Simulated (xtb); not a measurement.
xtb 6.7.1, GFN2-xTB: Bi(H)(Me)2 ([CH3][BiH][CH3]), 10 atoms. The geometry is a generated start, not checked to be a minimum at this level.

```yaml
method: GFN2-xTB
"--acc": 1 (default)
"--etemp (K)": 300 (default)
detailed input (--input): "none: ANC optimiser, Lindh (1995) Hessian, microcycle=20, maxdispl=1.0, hlow=0.01 (default)"
basis_functions: 19
valence_electrons: 20
```

```xyz
10

Bi    -0.4114    -0.6788     1.1769
H     -1.1959    -1.8370     0.0757
C      1.5094    -0.6832    -0.0452
H      2.3514    -0.9734     0.5744
H      1.6844     0.3094    -0.4317
H      1.4125    -1.3741    -0.8673
C     -1.2415     1.0963     0.0199
H     -2.1081     1.5090     0.5229
H     -1.5236     0.7747    -0.9730
H     -0.4773     1.8572    -0.0528
```

The structure is relaxed from this start with --opt LEVEL for the levels crude, sloppy, loose, lax, normal, tight, vtight, extreme, once each. Up to the end of the extreme run atoms move by at most 0.84 Å along an axis.

Q: Choose the cheapest level whose final energy lies within 5 meV of that of extreme.

A: normal: 44 cycles against 60, ending 0.072 meV above.

```
level    cycles  energy above the extreme run (meV)  gradient norm (eV/Å)
-------  ------  ----------------------------------  --------------------
crude         1                                  29                  0.19
sloppy        1                                  29                  0.19
loose         1                                  29                  0.19
lax           2                                  29                  0.12
normal       44                               0.072                 0.018
tight        51                               0.033                0.0067
vtight       51                               0.033                0.0067
extreme      60                                   —               0.00067
```
